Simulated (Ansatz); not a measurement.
# How the lattice parameter a of GeSiO₃ (model structure, started from the PbTiO3 type, P4mm, No. 99, 5 atoms in the cell) moves with the method

No measured value is used here.

```
level (code)     value (Å)
---------------  ---------
LDA (Ansatz)         3.390
PBEsol (Ansatz)      3.413
r²SCAN (Ansatz)      3.411
```

Cutoffs differ between the levels. Ansatz's density-functional and Hartree–Fock values are scalar-relativistic unless marked +SOC, with PAW data made under PBE.

A model structure was made by putting elements into a prototype or built by hand; it is no filed structure, need not be a known phase, and can be a saddle point held by its symmetry.

Ansatz is a quantum-chemistry and plane-wave program.
